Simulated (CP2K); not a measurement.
Worked example: self-consistent single point of CaI2 (P-3m1, 3 atoms in the cell) in CP2K.

Level of theory: PBEsol, GPW, DZVP-MOLOPT-SR-GTH basis, GTH-PBE potentials (GTH_POTENTIALS) in CP2K.

The change in words: lattice scaled by 0.98. Reference geometry:
```yaml
crystal:
  lattice:
    - [4.52897, 0.00000, 0.00000]
    - [-2.26449, 3.92220, 0.00000]
    - [0.00000, 0.00000, 7.20983]
  atoms:
    - { symbol: Ca, position: [0.00000, 0.00000, 0.00000] }
    - { symbol: I, position: [0.33333, 0.66667, 0.24430] }
    - { symbol: I, position: [0.66667, 0.33333, 0.75570] }
```

Reference input (self-consistent single point, DFT PBEsol, GPW, DZVP-MOLOPT-SR-GTH basis, GTH-PBE potentials (GTH_POTENTIALS)): CUTOFF = 500 Ry; REL_CUTOFF = 60 Ry; KPOINTS/SCHEME = MONKHORST-PACK 5 5 3; XC_FUNCTIONAL = PBE:PBESOL; Ca/BASIS_SET = DZVP-MOLOPT-SR-GTH-q10; Ca/POTENTIAL = GTH-PBE-q10; I/BASIS_SET = DZVP-MOLOPT-SR-GTH-q7; I/POTENTIAL = GTH-PBE-q7; METHOD = GPW; EPS_DEFAULT = 1e-10; NGRIDS = 5; SCF_GUESS = ATOMIC. This run's input differs from it in these lines:

```diff
@@ -62,5 +62,5 @@
     &CELL
-      A 4.52897000 0.00000000 0.00000000
-      B -2.26448500 3.92220300 0.00000000
-      C 0.00000000 0.00000000 7.20983000
+      A 4.43839100 0.00000000 0.00000000
+      B -2.21919500 3.84375900 0.00000000
+      C 0.00000000 0.00000000 7.06563300
       PERIODIC XYZ
```

The program printed (abridged):

```
 SCF WAVEFUNCTION OPTIMIZATION

  Step     Update method      Time    Convergence         Total energy    Change
     1 NoMix/Diag. 0.40E+00      -     1.84157246       -59.8274893681 -5.98E+01
     2 Broy./Diag. 0.40E+00      -     0.00389138       -59.5049775058  3.23E-01
     3 Broy./Diag. 0.40E+00      -     0.01279123       -59.5720662092 -6.71E-02
     4 Broy./Diag. 0.40E+00      -     0.00343901       -59.6557540553 -8.37E-02
     5 Broy./Diag. 0.40E+00      -     0.00343576       -59.6814244851 -2.57E-02
     6 Broy./Diag. 0.40E+00      -     0.00096483       -59.6948882141 -1.35E-02
   [... 4 lines left out ...]
    11 Broy./Diag. 0.40E+00      -     0.00001177       -59.6983233301  1.58E-04
    12 Broy./Diag. 0.40E+00      -     0.00000943       -59.6982692903  5.40E-05
    13 Broy./Diag. 0.40E+00      -     0.00000214       -59.6982816747 -1.24E-05
    14 Broy./Diag. 0.40E+00      -     0.00000064       -59.6982753754  6.30E-06
  *** SCF run converged in    14 steps ***

  Overlap energy of the core charge distribution:               0.00000000000000
  Self energy of the core charge distribution:               -121.69858645116666
  Core Hamiltonian energy:                                     26.82345988516790
  Hartree energy:                                              44.75185055554456
  Exchange-correlation energy:                                 -9.57499936490785

  Total energy:                                               -59.69827537536204

 ENERGY| Total FORCE_EVAL ( QS ) energy [hartree]            -59.698249688119787

 FORCES| Atomic forces [hartree/bohr]
 FORCES|   Atom     x               y               z               |f|
 FORCES|      1  2.80884754E-13 -5.13470053E-09 -1.28864844E-08   1.38717926E-08
   [... lines left out ...]

 STRESS| Analytical stress tensor [bar]
 STRESS|                        x                   y                   z
 STRESS|      x        7.93607362614E+03  -1.49527446261E-01   2.64950120575E-01
 STRESS|      y       -1.49527446261E-01   7.93596440229E+03  -1.36341197185E-01
 STRESS|      z        2.64950120575E-01  -1.36341197185E-01   1.01986194395E+04
 STRESS| 1/3 Trace                                             8.69021915598E+03
```

The run converged in 14 iterations. Against the reference run the free energy goes up by 1.4 meV/atom, the pressure goes from -0.61 to 0.87 GPa, the largest force goes from 0.021 to 0.269 eV/Å and the gap on the mesh goes from 3.664 to 3.605 eV.

The starting cell comes from a database of computed structures (which also holds hypothetical and non-ambient phases and stackings), without a prior relaxation at this level. For this run, on top of that: lattice scaled by 0.98. Spin-orbit coupling is off. Values carry the incompleteness of an atom-centred basis. The potentials were made for another functional than the one used.
